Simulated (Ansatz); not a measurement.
The reference is Te (space group P3_121, No. 152; a = 4.6235 Å, c = 5.9044 Å; made of chains). Axes: x lies along a and z along c of the hexagonal cell.

Calculations: r2SCAN (Ansatz, a first-principles code), no SOC, earlier PAW set.

Before the change:

| Quantity | Result |
|---|---|
| Band gap | 0.54 eV |

Now apply this change: the cell is compressed by 4.81 % along x with no lateral relaxation; the atoms relax in the strained cell.

Q: What happens to the band gap and stress?

A: The band gap drops by 0.07 eV to 0.47 eV; the stress (xx, yy, zz, yz, xz, xy; compression positive) is (1.38, 0.35, 1.03, 0.50, 0.00, 0.00) GPa.

Spin-orbit coupling, missing from the scalar runs, can matter with Te. Stability against distortions was not tested. No dispersion term is included, though the crystal is made of layers, chains or molecules, so its spacings can come out too wide.
